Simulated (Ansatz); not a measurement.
Output of an Ansatz run (abridged):

```
WARN ansatz: RAYON_NUM_THREADS=1 ignored (pool sized by the plan → 1); use --threads N
Pseudopotentials: kind: paw
Pseudopotential: Yb, paw, valence charge 24
Crystal: 1 atoms, lattice volume = 41.762 Å³
Basis set: ecut = 420.4159175005146 eV, 869 PW (Γ), exchange–correlation on 54×54×54 points (8 copies of the dense FFT grid, shifted against one another)
Bands: 16, of which v1, the nominal top of the filled ones, is band 12 counted from 1 (11 counted from 0)
Symmetry: 48 space group operations
Space group: Fm-3m (ITA 225), of the structure as read, at distance tolerance 3.5e-5 Å
k-points: 47 of 1000
Initial density: superposition of atomic densities (neutral atoms: chi_scale 0, normalization atom), corrected by the library's trained network
Initial wavefunctions: pseudopotential atomic-orbital guess
Eigensolver: davidson
Functional: x = pbe(κ = 0.804, μ = 0.2195149727645171), c = pbe(β = 0.06672455060314922)
SCF iter   1: F=—  HF=-13795.022790 eV  |F-HF|=—  |Δ(HF+E_count)|=         —  Δρ=2.45e-3  dr2=2.20e-3  ethr=1.77e-3  ⟨swp⟩=5.4  Hψ=3660  notcnv=0
all-band conjugate gradients solve this SCF's bands
preconditioner: auto → Kerker (q_TF=auto, 2.488 Å⁻¹)
SCF iter   2: F=—  HF=-13795.013641 eV  |F-HF|=—  |Δ(HF+E_count)|=   9.15e-3  Δρ=1.37e-3  dr2=7.61e-4  ethr=9.17e-6  ⟨swp⟩=2.5  Hψ=1769  notcnv=0
SCF iter   3: F=—  HF=-13795.012088 eV  |F-HF|=—  |Δ(HF+E_count)|=   1.55e-3  Δρ=4.45e-4  dr2=7.85e-5  ethr=3.17e-6  ⟨swp⟩=1.8  Hψ=990  notcnv=0
SCF iter   4: F=—  HF=-13795.011729 eV  |F-HF|=—  |Δ(HF+E_count)|=   3.58e-4  Δρ=1.12e-4  dr2=3.26e-6  ethr=3.27e-7  ⟨swp⟩=2.0  Hψ=1320  notcnv=0
SCF iter   5: F=—  HF=-13795.011727 eV  |F-HF|=—  |Δ(HF+E_count)|=   1.88e-6  Δρ=5.73e-5  dr2=1.73e-6  ethr=1.36e-8  ⟨swp⟩=2.2  Hψ=1345  notcnv=0
SCF iter   6: F=—  HF=-13795.011727 eV  |F-HF|=—  |Δ(HF+E_count)|=   2.35e-7  Δρ=9.01e-6  dr2=3.31e-8  ethr=4.17e-10  ⟨swp⟩=6.0  Hψ=4394  notcnv=0
SCF iter   7: F=-13795.011727 eV  HF=-13795.011727 eV  |F-HF|=1.93e-8  |Δ(HF+E_count)|=   3.36e-8  Δρ=4.68e-6  dr2=5.21e-9  ethr=1.38e-10  ⟨swp⟩=5.0  Hψ=3038  notcnv=0
SCF 1 converged in 7 iterations: F = -13795.011727 eV  dr2 = 5.21e-9
SCF converged after 7 iterations
Free energy (F): -13795.011727 eV
Harris-Foulkes:  -13795.011727 eV  (|F-HF|=1.93e-8)
Internal energy: -13794.920159 eV  (E = F + TS)
E sigma→0 (E₀):  -13794.965943 eV
Entropy (-TS):   -0.091568 eV (-91.568 meV/atom)
Fermi energy:    8.940666 eV
--- Per-component energies (eV) ---
  E_band       = -45.003652
  E_kinetic    = 350.633953
  E_local      = -6596.711597  (includes V_loc(G=0)·N_el)
  E_nonlocal   = 553.595969
  E_hartree    = 2867.092809
  E_xc         = -161.486559
  E_vxc        = -200.906550  (∫ρ·V_xc dr)
  E_paw        = -7355.622202  (= ΣΔE_a)
  E_vpaw       = 114.204677  (= ΣTr[D̂ρ^β])
  E_aug_tail   = 0.000003  (compensation charges beyond the density's cutoff)
  E_ewald      = -3452.422535
  E_smearing   = -0.091568  (= −TS)
  E_closure    = -0.000000  (closes the sum)
  Σ components = -13795.011727   (vs F -13795.011727, Δ=0.00e0)
--- Forces (eV/Å), atoms counted from 1 ---
  atom   1  Yb     0.00000000    -0.00000000    -0.00000000
  max |Σ_I F_I| component: 3.16e-30 eV/Å
--- Stress (GPa, compression-positive) ---
       -2.162711       0.000000      -0.000000
        0.000000      -2.162711      -0.000000
       -0.000000       0.000000      -2.162711
  P = ⅓ Tr σ = -2.1627 GPa (-21.627 kbar)
  The stress holds the Pulay correction. Without it, at fixed plane waves, as pw.x and ABINIT print it: P = -2.2083 GPa
--- Band table (eV; the first three rows and the last of 47) ---
  k-point 0: bands = ["-42.8914", "-15.1735", "-15.1735", "-15.1735", "4.0880", "8.3482", "8.4128", "8.4128", "8.4128", "8.4832", "8.4832", "8.4832", "11.6430", "11.6430", "11.6430", "13.4640"]
  k-point 1: bands = ["-42.8906", "-15.1931", "-15.1762", "-15.1762", "4.2873", "8.3510", "8.4100", "8.4170", "8.4170", "8.4743", "8.4743", "8.4835", "11.3670", "11.7391", "11.7391", "13.3520"]
  k-point 2: bands = ["-42.8886", "-15.2442", "-15.1833", "-15.1833", "4.8588", "8.3589", "8.4031", "8.4271", "8.4271", "8.4548", "8.4548", "8.4841", "10.7445", "11.8727", "11.8727", "13.2828"]
  k-point 46: bands = ["-42.8809", "-15.3239", "-15.2882", "-15.2495", "8.3628", "8.4074", "8.4130", "8.4136", "8.4235", "8.4394", "8.4564", "8.8533", "9.4883", "9.7765", "11.5473", "15.0007"]
```

The structure:

```
CELL_PARAMETERS angstrom
      0.00000     2.75370     2.75370
      2.75370     0.00000     2.75370
      2.75370     2.75370     0.00000
ATOMIC_POSITIONS crystal
  Yb 0.00000 0.00000 0.00000
```

Task: Reconstruct the input of this run.

Result: Other spellings and defaults could give the same log, and not every line can be read from it. The input that was run (DFT, PBE, plane waves, default PAW files):

Ansatz 0.2 input:
```yaml
# Yb
crystal:
  lattice:
    - [0.000000, 2.753700, 2.753700]
    - [2.753700, 0.000000, 2.753700]
    - [2.753700, 2.753700, 0.000000]
  atoms:
    - { symbol: Yb, position_ang: [0.000000, 0.000000, 0.000000] }
basis:
  ecutwfc: 30.9 Ry
kpoints:
  mp_grid: { grid: [10, 10, 10] }
hamiltonian:
  xc: pbe
  pseudopotentials: { kind: paw }
scf:
  occupations: { method: fermi_dirac, width: 0.0073 Ry }
output:
  forces: true
  eigenvalues: true
  stress: true
```

The starting cell has typed, rounded lattice constants, without a prior relaxation at this level. Its lattice was rescaled by up to half a per cent. Spin-orbit coupling is off. Spin polarisation is off. Ansatz's pressure includes its estimate of the finite-basis (Pulay) stress.

Ansatz is a first-principles code.
